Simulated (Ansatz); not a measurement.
Abridged Ansatz (an electronic-structure program) output:

```
Pseudopotential: Sb, paw, valence charge 15
Pseudopotential: S, paw, valence charge 6
Pseudopotential: I, paw, valence charge 17
Crystal: 12 atoms, lattice volume = 347.778 Å³
Basis set: ecut = 420 eV, 6791 PW (Γ), exchange–correlation on 120×54×144 points (8 copies of the dense FFT grid, shifted against one another)
Bands: 88, of which v1, the nominal top of the filled ones, is band 76 counted from 1 (75 counted from 0)
Symmetry: 8 space group operations
k-points: 16 of 63
Functional: x = pbesol(κ = 0.804, μ = 0.12345679012345678), c = pbesol(β = 0.046)
SCF iter   1: F=—  HF=-58905.183877 eV  |F-HF|=—  |Δ(HF+E_count)|=         —  Δρ=3.85e-3  dr2=8.31e-2  ethr=1.77e-3  ⟨swp⟩=8.5  Hψ=5931  notcnv=0
SCF iter   2: F=—  HF=-58905.160365 eV  |F-HF|=—  |Δ(HF+E_count)|=   2.35e-2  Δρ=1.58e-3  dr2=7.85e-3  ethr=5.47e-5  ⟨swp⟩=2.0  Hψ=2541  notcnv=0  defer=28
SCF 1 converged in 9 iterations: F = -58905.159802 eV  dr2 = 2.27e-10
SCF converged after 9 iterations
Free energy (F): -58905.159802 eV
Internal energy: -58905.159802 eV  (E = F + TS)
E sigma→0 (E₀):  -58905.159802 eV
Entropy (-TS):   -0.000000 eV (-0.000 meV/atom)
Fermi energy:    7.823609 eV
--- Forces (eV/Å), atoms counted from 1 ---
  atom   1  Sb    -0.00156362     0.00000000     0.00134955
  atom   2  Sb     0.00156362    -0.00000000    -0.00134955
  atom   3  Sb     0.00156362     0.00000000     0.00134955
  atom   4  Sb    -0.00156362    -0.00000000    -0.00134955
  atom   5  S      0.00142295     0.00000000     0.00219058
  atom   6  S     -0.00142295    -0.00000000    -0.00219058
  atom   7  S     -0.00142295    -0.00000000     0.00219058
  atom   8  S      0.00142295     0.00000000    -0.00219058
  atom   9  I     -0.00026549     0.00000000    -0.00070629
  atom  10  I      0.00026549    -0.00000000     0.00070629
  atom  11  I      0.00026549    -0.00000000    -0.00070629
  atom  12  I     -0.00026549     0.00000000     0.00070629
--- Stress (GPa, compression-positive) ---
       -0.007861      -0.000000      -0.000000
       -0.000000       0.004761      -0.000000
       -0.000000      -0.000000       0.003949
  P = ⅓ Tr σ = 0.0003 GPa (0.003 kbar)
```

**Question.** What was computed, and what are the main results?

**Answer.** SbSI, 12 atoms in the cell, with plane-wave PAW DFT at the PBEsol level (Ansatz, 420 eV), without spin-orbit coupling. The last SCF converged to F = -58905.159802 eV, or -4908.7633 eV per atom, at a pressure of 0.00 GPa. The total energy compares only with runs of the same code, potentials and settings.

Spin-orbit coupling, missing from the scalar runs, can matter with I and Sb. No phonon test of stability was made. The cell is SbSI (space group Pnma, No. 62).
